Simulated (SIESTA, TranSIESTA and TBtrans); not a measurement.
# Pt chain with one S atom in place of Pt

System: Pt chain with one S atom in place of Pt. Leads: straight Pt chain, spacing 2.4 Å. Geometry: 3 atoms about the centre moved by SIESTA (PBE, DZP) to a largest force of 0.03 eV/Å, all others as built, motion along the axis alone.

TranSIESTA and TBtrans, PBE, DZP numerical orbitals (energy shift 0.15 eV), PseudoDojo norm-conserving scalar-relativistic potentials, mesh cutoff 200 Ry, 300 K, spin-polarised (collinear), no spin-orbit coupling; self-consistent non-equilibrium Green functions.

| Quantity | Result |
|---|---|
| Conductance at 300 K (G0 = 2e²/h) | 2.50 |
| Mean T from −0.5 to 0.5 eV | 2.45 |

Energies count from the leads' Fermi level. Transmissions are for each spin. The energy step is 0.01 eV; narrower resonances are cut or missed.

```tsv
E (eV)	T up	T down	lead channels up	down
-2.00	2.79	2.80	3	3
-1.90	2.71	2.71	3	3
-1.80	2.61	2.61	3	3
-1.70	2.51	2.51	3	3
-1.60	2.43	2.43	4	4
-1.50	2.37	2.37	4	4
-1.40	2.33	2.33	4	4
-1.30	2.30	2.30	4	4
-1.20	2.28	2.28	4	4
-1.10	2.27	2.27	band edge	band edge
-1.00	2.29	2.29	band edge	band edge
-0.90	2.34	2.34	6	6
-0.80	2.40	2.40	6	6
-0.70	2.43	2.43	6	6
-0.60	2.55	2.55	6	6
-0.50	2.43	2.43	6	6
-0.40	2.36	2.36	6	6
-0.30	2.38	2.38	band edge	band edge
-0.20	2.73	2.56	4	4
-0.10	2.46	2.46	4	4
0.00	2.50	2.51	4	4
0.10	2.53	2.54	4	4
0.20	2.54	2.55	4	4
0.30	2.53	2.53	4	4
0.40	2.39	2.39	3	3
0.50	2.31	2.31	3	3
0.60	2.21	2.22	3	3
0.70	1.91	1.91	3	3
0.80	0.49	0.49	1	1
0.90	0.49	0.48	1	1
1.00	0.48	0.48	1	1
1.10	0.47	0.47	1	1
1.20	0.47	0.47	1	1
1.30	0.47	0.46	1	1
1.40	0.46	0.46	1	1
1.50	0.46	0.46	1	1
1.60	0.45	0.45	1	1
1.70	0.45	0.45	1	1
1.80	0.44	0.44	1	1
1.90	0.44	0.44	1	1
2.00	0.43	0.43	1	1
```

A magnetic start was tried, and the separate lead runs end without a moment. The straight chain is held at its spacing; free chains may zigzag or dimerise. Spin-orbit coupling, left out here, matters for the heavy atoms.
